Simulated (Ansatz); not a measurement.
# FeS₂ (space group Pnnm, No. 58; non-magnetic)

Space group Pnnm (No. 58); a = 4.367 Å, b = 5.333 Å, c = 3.344 Å, α = 90.00°, β = 90.00°, γ = 90.00°

```json
[
 {"atom": "Fe", "site": "2a", "symmetry": "..2/m", "x": "0.0000", "y": "0.0000", "z": "0.0000"},
 {"atom": "S", "site": "4g", "symmetry": "..m", "x": "0.2072", "y": "0.6256", "z": "0.0000"}
]
```

Calculations: DFT with PBEsol, PAW potentials and a 420 eV plane-wave cutoff in Ansatz (a program for electronic structure), scalar-relativistic without spin-orbit coupling. Γ-centred 8×6×10 mesh, Fermi–Dirac width 0.05 eV.

| Property | Value |
|---|---|
| Volume per atom | 12.98 Å³ |
| Density | 5.11 g/cm³ |
| Band gap | 0.92 eV, indirect, k = (3/8, 0, 0) in the run's primitive reciprocal basis → T |
| Total energy | -2073.595 eV/atom (σ→0; compares only within this code and set-up) |

No phonon test of stability was made. Seeded moments were not kept for the base. All final runs are without spin polarisation.
